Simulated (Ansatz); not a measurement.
# Several settings converged on BaIn2Rh (Cm, 8 atoms in the cell)

```
BaIn2Rh
1.0
    2.26643    -5.94257     0.00000
    2.26643     5.94257     0.00000
    0.00000     0.00000     8.05282
Ba In Rh
2 4 2
Direct
  0.04872   0.95128   0.25621
  0.95128   0.04872   0.75000
  0.67041   0.32959   0.55610
  0.32959   0.67041   0.44390
  0.32959   0.67041   0.05610
  0.67041   0.32959   0.94390
  0.21673   0.78327   0.75000
  0.78327   0.21673   0.25000
```

Base method: LDA (PW92), default PAW files made with PBE (plane waves; Ansatz, a quantum-chemistry and plane-wave program).

Base settings: basis.ecutwfc = 420 eV; kpoints.mp_grid.grid = 3 3 2; hamiltonian.xc = lda; hamiltonian.pseudopotentials = {kind: paw} (the program's default PAW files); scf.occupations.method = gaussian; scf.occupations.width = 0.1 eV.

The count of work is k-points × plane waves × bands × iterations; it is no time. 

**The cutoff for other potential files**

Level: DFT, LDA (PW92), plane waves, harder PAW files (source: ansatz) made with PBE.

In this ladder: hamiltonian.pseudopotentials = {kind: paw, source: ansatz}.

The second cell is the first with its lattice scaled by 0.98.

The mesh stays at the base's, so the ladder's end is converged at best in this setting alone.

The first pressure column holds Ansatz's estimate of the finite-basis (Pulay) stress, which hides part of the cutoff error; the other is without it.

Only quantities that move along the ladder and can be compared are tabulated.

```tsv
basis.ecutwfc	free energy less the last step's (meV/atom)	energy of the compressed cell less the first (meV/atom)	pressure (GPa)	pressure without the Pulay estimate (GPa)	largest difference of a force vector from the last step's (eV/Å)	count of work / last
320 eV	8420.77	31.08	-6.74	-247.22	0.069	0.11
390 eV	1673.26	-45.74	-5.49	-66.43	0.016	0.14
495 eV	120.86	-38.09	-5.41	-11.71	0.001	0.19
605 eV	5.09	-37.87	-5.39	-5.74	0.000	0.28
710 eV	0.77	-37.85	-5.39	-5.40	0.000	0.35
850 eV	0.39	-37.85	-5.39	-5.39	0.000	0.46
1065 eV	0.16	-37.86	-5.39	-5.39	0.000	0.65
1420 eV	0.00	-37.86	-5.39	-5.39	0.000	1.0
```

Coarsest basis.ecutwfc that holds the energy of the compressed cell less the first within 1 meV/atom of the last step, with all finer ones: 495 eV, at 0.19 of the last step's count of work; the step before is off by 7.9 meV/atom.

Coarsest basis.ecutwfc that holds the pressure without the Pulay estimate within 0.2 GPa of the last step, with all finer ones: 710 eV, at 0.35 of the last step's count of work; the step before is off by 0.35 GPa.

Coarsest basis.ecutwfc that holds the free energy within 1 meV/atom of the last step, with all finer ones: 710 eV, at 0.35 of the last step's count of work; the step before is off by 5.1 meV/atom.

The energy difference between the two cells stays within 1 meV/atom of the last step's from 495 eV on, the total only from 710 eV on: much of the error is common to both cells and cancels.

At the lowest cutoff the pressure without the Pulay estimate lies 242 GPa under the last step's, the usual sign of Pulay stress in an incomplete plane-wave basis.

**The relaxed cell against the cutoff**

On BaIn2Rh (Cmcm, 8 atoms in the cell): atoms on their sites.

In this ladder: relax = cell and atoms.

The mesh stays at the base's, so the ladder's end is converged at best in this setting alone.

Only quantities that move along the ladder and can be compared are tabulated.

```tsv
basis.ecutwfc	relaxed volume (Å³/atom)	relaxation steps
295 eV	24.124	27
355 eV	24.095	10
420 eV	24.078	7
505 eV	24.072	7
630 eV	24.075	7
840 eV	24.073	7
```

Coarsest basis.ecutwfc that holds the relaxed volume within 0.024 Å³/atom of the last step, with all finer ones: 355 eV; the step before is off by 0.051 Å³/atom.

At the lowest cutoff the cell relaxes to a volume 0.2 % larger than at the highest. Ansatz relaxes on a stress corrected for the finite basis.

On the base run: the starting cell comes from a database of computed structures (which also holds hypothetical and non-ambient phases and stackings), without a prior relaxation at this level. Its lattice was rescaled by up to half a per cent. One atom was moved a little off its site on purpose. Spin polarisation is off. Without a gap this mesh is coarse (it stands for a supercell whose shortest vector is 14 Å).

Left out of this page: 1 run of the series failed or unconverged; 1 run of the series stopped by limits of time or memory.

Keys are those of Ansatz 0.2.
